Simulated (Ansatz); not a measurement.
# rocksalt MgO (Fm-3m) under uniaxial stress along [110]

Cell and atoms are relaxed with r2SCAN to each stress (compression positive); bands and masses by r2SCAN, rigid bands (plane waves, PAW, scalar-relativistic; Ansatz, an electronic-structure program). Strains are changes of length against the unloaded cell.

```cif
data_Mg4O4
_chemical_formula_sum 'Mg4 O4'
_space_group_name_H-M_alt 'Fm-3m'
_space_group_IT_number 225
_space_group_name_Hall '-F 4 2 3'
_cell_length_a 4.20440
_cell_length_b 4.20440
_cell_length_c 4.20440
_cell_angle_alpha 90.000
_cell_angle_beta 90.000
_cell_angle_gamma 90.000
loop_
_atom_site_label
_atom_site_type_symbol
_atom_site_symmetry_multiplicity
_atom_site_Wyckoff_symbol
_atom_site_fract_x
_atom_site_fract_y
_atom_site_fract_z
_atom_site_occupancy
Mg1 Mg 4 a 0.00000 0.00000 0.00000 1
O1 O 4 b 0.50000 0.50000 0.50000 1
```
(The calculation used a cell of 2 atoms; values per cell refer to that cell.)

| stress (GPa) | strain [110] (%) | strain [1−10] (%) | strain [00−1] (%) | gap (eV) | mean mₑ* |
|---|---|---|---|---|---|
| -2.00 | 0.62 | -0.03 | -0.18 | 5.614 | 0.37 |
| 0 | 0 | 0 | 0 | 5.686 | 0.37 |
| 1.00 | -0.30 | 0.02 | 0.09 | 5.695 | 0.37 |
| 2.00 | -0.60 | 0.03 | 0.17 | 5.702 | 0.37 |

[110] is the direction of the load. Masses are conductivity masses at 300 K in electron masses, harmonic means over x, y and z.

### Question
From the two loads next to zero, find the Young modulus and the ratio of transverse to axial strain, taking [1−10].

### Answer
Between -2.00 and 1.00 GPa the strain along [110] changes by -0.92 % and that along [1−10] by 0.05 %. The modulus is 3.00/0.0092 = 330 GPa and the ratio of the strains 0.05 (r2SCAN, atoms relaxed).

### Question
How fast does the gap move on either side of zero load?

### Answer
Under tension, (5.614 − 5.686) eV over -2.00 GPa = 36 meV/GPa, or about -12 eV per unit strain; under compression, (5.702 − 5.686) eV over 2.00 GPa = 8 meV/GPa, or about -2.7 eV per unit strain. The two slopes part by 28 meV/GPa; gaps are resolved to about 0.01 eV, which allows 10 meV/GPa, so they differ.

Masses are those of dilute carriers in rigid bands with one relaxation time, without polarons. Third decimals of gaps are kept for the arithmetic. Spin-orbit coupling is left out. Every relaxation keeps the rocksalt phase (space group Immm under this load), so a transition, a distortion that breaks the symmetry or fracture can't show.
